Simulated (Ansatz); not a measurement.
**What pressure 15 GPa does to Na**

Take Na in the bcc (W type) structure (space group Im-3m, No. 229; a = 4.197 Å) as the base.

The change: cell and atoms relaxed at a pressure of 15 GPa.

Calculations: PBE in Ansatz (plane waves to 420 eV, PAW, spin-orbit coupling left out), earlier PAW set. Settings: 16×16×16 k-points, 0.05 eV Fermi–Dirac smearing.

```json
[
 {"quantity": "volume per atom", "base": "36.96 Å³", "changed": "20.01 Å³", "shift": "-16.95 Å³"},
 {"quantity": "lattice parameter a", "base": "4.197 Å", "changed": "3.421 Å", "shift": "-0.776 Å"},
 {"quantity": "shortest interatomic distance", "base": "3.635 Å", "changed": "2.962 Å", "shift": "-0.6721 Å"},
 {"quantity": "enthalpy H = E + PV relative to the base's energy", "base": "–", "changed": "+2.36 eV/atom", "shift": "–"},
 {"quantity": "band gap", "base": "zero", "changed": "zero", "shift": "–"}
]
```

Final structure:

```
Na
1.0
   -1.71035     1.71035     1.71035
    1.71035    -1.71035     1.71035
    1.71035     1.71035    -1.71035
Na
1
Cartesian
  0.00000   0.00000   0.00000
```

Cost of the whole job for the changed cell (relaxation, final SCF and bands): around 11 core-seconds (rough).

Load acts through the strain it causes; cell and atoms are relaxed under it. Whether these cells are dynamically stable was not tested. Competing high-pressure phases were not computed.

Ansatz is an electronic-structure program.
